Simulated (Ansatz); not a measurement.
**ZrMnF₆ (space group Fm-3m, No. 225; ferromagnetic; a cell from a computed database, its experimental status unchecked)**

```
ZrMnF6
1.0
    0.00000     4.10534     4.10534
    4.10534     0.00000     4.10534
    4.10534     4.10534     0.00000
Zr Mn F
1 1 6
Cartesian
  4.10534   4.10534   4.10534
  0.00000   0.00000   0.00000
  2.09552   4.10534   4.10534
  6.11516   4.10534   4.10534
  4.10534   2.09552   4.10534
  4.10534   6.11516   4.10534
  4.10534   4.10534   2.09552
  4.10534   4.10534   6.11516
```

Method: Ansatz (a quantum-chemistry and plane-wave program), PBEsol, PAW, cutoff 420 eV, no spin-orbit coupling. Γ-centred 7×7×7 mesh, Fermi–Dirac width 0.05 eV.

The volume per atom comes out as 17.30 Å³. The density comes out as 3.12 g/cm³ and the band gap comes out as 2.38 eV, indirect, L → Γ. The magnetic state comes out as ferromagnetic and the total energy comes out as -1601.100 eV/atom (σ→0; compares only within this code and set-up).

Whether these cells are dynamically stable was not tested. No Hubbard U is applied and the magnetic state is the run's own (ZrMnF6 ferromagnetic); small cells can't hold the antiferromagnetic order that many such compounds have, so gaps and moments can be off. Where the two band edges lie in opposite spin channels, the gap is a spin-flip gap.
